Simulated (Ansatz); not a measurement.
We consider In₂Se₃ (P6₁, No. 169, 30 atoms in the cell; start mp-612740), described by LDA (Ansatz, a quantum-chemistry and plane-wave program, PAW).

Settings: plane-wave cutoff 520 eV, 6×6×2 k mesh (along the axes of the cell as run), Fermi–Dirac smearing 0.01 eV, scalar-relativistic PAW data made under PBE.

Cell (relaxed at this level):

```cif
data_In12Se18
_chemical_formula_sum 'In12 Se18'
_space_group_name_H-M_alt 'P61'
_space_group_IT_number 169
_space_group_name_Hall 'P 61'
_cell_length_a 7.04197
_cell_length_b 7.04197
_cell_length_c 19.09411
_cell_angle_alpha 90.000
_cell_angle_beta 90.000
_cell_angle_gamma 120.000
loop_
_atom_site_label
_atom_site_type_symbol
_atom_site_symmetry_multiplicity
_atom_site_Wyckoff_symbol
_atom_site_fract_x
_atom_site_fract_y
_atom_site_fract_z
_atom_site_occupancy
In1 In 6 a 0.02015 0.34470 0.33243 1
In2 In 6 a 0.31329 0.01299 0.63926 1
Se1 Se 6 a 0.05509 0.34939 0.46913 1
Se2 Se 6 a 0.02873 0.37102 0.12110 1
Se3 Se 6 a 0.34848 0.08475 0.49266 1
```

Q: What does this level give for the band gap?

A: 
* **band gap**: 0.87 eV (on the SCF k mesh)

Note: the relaxation could not lower the start's symmetry, so the cell can be a saddle point above a distorted one.

Spin–orbit coupling is not included.

Computed values are for the static lattice.

The result took roughly 110 core-minutes.

A start named mp-… is a Materials Project structure, which need not be a measured phase.
